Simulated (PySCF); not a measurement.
PySCF 2.14.0, WB97X/def2-svp, df: Mo(NMe)(S)(Br)(OMe) (C[N]=[Mo](=[S])([Br])[O]C), 13 atoms. The geometry is a generated start, not checked to be a minimum at this level.

```
Item                                                 Value
-------------------------  -------------------------------
task                                                energy
method                                               wb97x
basis                                             def2-svp
two-electron scheme                        density fitting
mol.max_memory                                     3000 MB
mf.max_cycle                                           100
mf.init_guess                              minao (default)
mf.DIIS                                    CDIIS (default)
mf.conv_tol                                1e-09 (default)
mf.grids.level                                 3 (default)
effective core potentials  those of the basis set, past Kr
basis functions                                        167
grid points                                         176816
```

```xyz
13

Mo    -0.5689     0.7856     0.4305
N     -1.2897    -0.6322    -0.2632
C     -1.8221    -1.8575    -0.7034
H     -2.2621    -1.7424    -1.7010
H     -1.0377    -2.6213    -0.7607
H     -2.6036    -2.2030    -0.0139
S     -1.0307     0.7949     2.5398
Br    -1.8002     2.6142    -0.5067
O      1.1554     1.0172     0.2536
C      2.5363     0.9716     0.1929
H      2.8690    -0.0763     0.1369
H      2.8911     1.5083    -0.6976
H      2.9631     1.4409     1.0927
```

Charge 0 and multiplicity 1 are set for this test and not shown to be the ground state.

One run each on 2 threads, 1 BLAS thread. Values of diis_space tried: 3, 5, 8 (default), 12, 20.

Problem. How does the count of Fock builds change with diis_space, and where is it least?

Solution. Fewest Fock builds, within one of each other: 8 (default) with 18, 12 with 17, 20 with 17. The count rises to 26 at 3. All converge to one solution.

```json
[
 {"diis_space": "3", "Fock builds": "26", "end": "same solution"},
 {"diis_space": "5", "Fock builds": "22", "end": "same solution"},
 {"diis_space": "8 (default)", "Fock builds": "18", "end": "same solution"},
 {"diis_space": "12", "Fock builds": "17", "end": "same solution"},
 {"diis_space": "20", "Fock builds": "17", "end": "same solution"}
]
```
